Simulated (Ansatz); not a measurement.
**TiN, response to strain**

Consider TiN in the rock salt structure (space group Fm-3m, No. 225).

```yaml
crystal:
  lattice:
    - [0.00000, 2.10198, 2.10198]
    - [2.10198, 0.00000, 2.10198]
    - [2.10198, 2.10198, 0.00000]
  atoms:
    - { symbol: N, position: [0.00000, 0.00000, 0.00000] }
    - { symbol: Ti, position: [0.50000, 0.50000, 0.50000] }
```

Cartesian axes are those of the cell as printed.

Strains are applied to the cell and any free atomic positions relax; under biaxial strain the out-of-plane vector relaxes too.

Calculations: Kohn–Sham DFT with the PBEsol functional, run in Ansatz (a quantum-chemistry and plane-wave program) with PAW and 420 eV plane waves, no spin-orbit coupling.

Candidates:
(a) biaxial strain −0.29 %, plane normal [111], relaxed out of plane
(b) uniaxial strain ε_yy = +4.99 %
(c) tensor shear ε_yz = −1.40 %

Notes on the quantities. energy relative to the base: free energy F.

Problem. Order them by energy relative to the base, highest first.

Solution. (b) uniaxial strain ε_yy = +4.99 % (+38 meV/atom), (c) tensor shear ε_yz = −1.40 % (+4.0 meV/atom), (a) biaxial strain −0.29 %, plane normal [111], relaxed out of plane (+0.3 meV/atom)

Without a gap, meshes like the base's 19×19×19 leave anisotropic stresses uncertain by several tenths of a GPa, and small strain energies with them. Stability against distortions was not tested. The final runs are not spin-polarised. An odd electron count without spin: TiN.
